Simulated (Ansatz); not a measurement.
Defect migration in polar orthorhombic HfO2: F-vacancy pair (F on one host O site, one O site vacant), charge state +3. These are PBE, PAW (plane waves to 420 eV; Ansatz, a program for electronic structure) values and carry that method's errors.

Settings: 96 host sites, the relaxed PBE lattice, the Γ point alone, smearing 0.01 eV, spin-restricted, no image-charge correction. Static, classical nuclei. Spin-orbit coupling is left out. The host's phase is taken as given; its stability against other phases was not computed. The charge state is imposed; whether it is stable for some Fermi level was not computed. Forms of the defect that were not tried may lie lower. The start lies 0.20 eV above the lowest site run (PBE).

Barriers: single points on a 2×2×2 k-point mesh shifted by half a step at the bands' geometries.

Relaxed starting cell (atoms counted from 1):

```
Hf32FO62
1.0
   10.58774     0.00000     0.00000
    0.00000    10.13816     0.00000
    0.00000     0.00000    10.20243
Hf F O
32 1 62
Direct
  0.23518   0.38910   0.16497
  0.26533   0.36761   0.62960
  0.26680   0.86555   0.12756
  0.26542   0.86563   0.63106
  0.76846   0.37121   0.13458
  0.76707   0.36852   0.62939
  0.77052   0.86745   0.12974
  0.76567   0.86833   0.63061
  0.48798   0.36465   0.37781
  0.49248   0.37094   0.86489
  0.48312   0.86549   0.38318
  0.48456   0.86633   0.87669
  0.98297   0.36380   0.38204
  0.98341   0.36748   0.88095
  0.98213   0.86586   0.38151
  0.98187   0.86417   0.87871
  0.23128   0.12504   0.38505
  0.22057   0.12357   0.87460
  0.23426   0.63935   0.38353
  0.23524   0.63402   0.87534
  0.73716   0.13231   0.38265
  0.73024   0.13134   0.88137
  0.73584   0.63355   0.38144
  0.73548   0.63453   0.87726
  0.01581   0.13086   0.13132
  0.01209   0.13609   0.62903
  0.01779   0.63747   0.12502
  0.01495   0.63224   0.63129
  0.52138   0.12183   0.14243
  0.51632   0.13120   0.62972
  0.52288   0.64237   0.13216
  0.51683   0.63306   0.62666
  0.42071   0.45504   0.05523
  0.43554   0.46167   0.56174
  0.42900   0.97353   0.05027
  0.43033   0.96657   0.55703
  0.93231   0.46845   0.05711
  0.93232   0.46804   0.55370
  0.93459   0.96583   0.05706
  0.93115   0.96745   0.55737
  0.32552   0.47251   0.31871
  0.32106   0.46598   0.80770
  0.32108   0.96890   0.30297
  0.31571   0.96283   0.80710
  0.82328   0.46877   0.30603
  0.81941   0.46811   0.80504
  0.81656   0.96386   0.30809
  0.81722   0.96686   0.81006
  0.06783   0.02821   0.30556
  0.06605   0.03262   0.80597
  0.08742   0.51249   0.28487
  0.06904   0.53307   0.80694
  0.56932   0.03293   0.31543
  0.56870   0.03136   0.80401
  0.57123   0.53003   0.30204
  0.57081   0.53634   0.80284
  0.18572   0.03725   0.05642
  0.18005   0.03159   0.55812
  0.18458   0.54085   0.05110
  0.18153   0.53196   0.55557
  0.68549   0.03345   0.06071
  0.68186   0.03525   0.56036
  0.67115   0.52504   0.04973
  0.68255   0.53326   0.55459
  0.12906   0.25907   0.26439
  0.13276   0.26816   0.75551
  0.13605   0.76535   0.25401
  0.13347   0.76894   0.75331
  0.63847   0.26601   0.25492
  0.63412   0.27179   0.75413
  0.63523   0.76669   0.25203
  0.63532   0.76808   0.75369
  0.12216   0.27014   0.00908
  0.11430   0.26817   0.50786
  0.11783   0.77363   0.00290
  0.11379   0.76562   0.50380
  0.58354   0.25572   0.00114
  0.61579   0.26795   0.50458
  0.61832   0.77106   0.00474
  0.61514   0.76871   0.50289
  0.36537   0.23006   0.50089
  0.37035   0.72780   0.00586
  0.36532   0.73134   0.50498
  0.85801   0.23563   0.00643
  0.86556   0.23217   0.50605
  0.86668   0.72972   0.00469
  0.86375   0.73192   0.50613
  0.38028   0.24366   0.22617
  0.38303   0.22586   0.77067
  0.38618   0.73245   0.25524
  0.38569   0.73058   0.75323
  0.88597   0.23018   0.25667
  0.88364   0.23113   0.75651
  0.88834   0.72841   0.25574
  0.88424   0.73128   0.75509
```
Cell charge +3.

End state 1 differs by these moves (Å; atoms that move under 0.08 Å are left out):

```tsv
atom	element	Δx	Δy	Δz
1	Hf	-0.02	-0.14	-0.08
10	Hf	0.01	-0.09	-0.07
31	Hf	0.05	0.12	0.07
33	F	-0.79	-1.64	-0.57
34	O	-0.04	0.04	-0.09
41	O	0.06	0.06	-0.25
59	O	0.05	-0.08	-0.03
63	O	-0.16	-0.01	-0.01
73	O	-0.20	-0.05	0.03
77	O	0.07	0.07	0.02
88	O	0.00	-0.05	0.15
89	O	0.02	0.00	-0.15
```

### Question
Predict the forward and backward barriers to end state 1 from PBE, PAW.

### Answer
forward 0.31 eV, backward 0.046 eV; at the saddle point atom 33 has neighbours Hf at 2.10, Hf at 2.12; 2 O at 2.57, O at 2.63 Å. The saddle point's order was not checked.

End state 2 differs by these moves (Å; atoms that move under 0.08 Å are left out):

```tsv
atom	element	Δx	Δy	Δz
1	Hf	0.17	-0.18	-0.34
9	Hf	0.14	0.25	0.25
10	Hf	-0.04	-0.08	0.05
17	Hf	-0.07	-0.06	0.10
18	Hf	0.13	0.07	0.10
19	Hf	0.01	-0.11	-0.06
22	Hf	0.07	0.05	-0.05
26	Hf	0.00	-0.05	0.07
29	Hf	0.08	0.04	-0.19
33	F	0.15	0.19	0.00
34	O	-0.06	0.06	0.09
35	O	0.04	-0.08	0.04
41	O	0.07	-0.23	-0.17
42	O	-0.03	-0.05	0.06
50	O	0.03	0.03	0.08
51	O	-0.10	0.09	0.14
53	O	-0.06	0.06	-0.10
55	O	-0.03	0.15	0.01
63	O	0.08	0.11	0.08
64	O	-0.12	-0.10	-0.12
65	O	0.21	-0.03	-0.07
69	O	-0.16	0.07	-0.01
71	O	0.00	0.09	0.00
73	O	-0.11	0.00	-0.01
77	O	0.33	0.15	0.00
81	O	0.02	0.06	-0.17
88	O	-0.14	-0.06	-1.98
89	O	0.02	0.02	-0.17
```

### Question
Give the forward and backward barriers to end state 2 at the level PBE, PAW.

### Answer
forward 0.27 eV, backward 0.47 eV; at the saddle point atom 88 has neighbours Hf at 2.00, Hf at 2.01 Å. The saddle point's order was not checked.
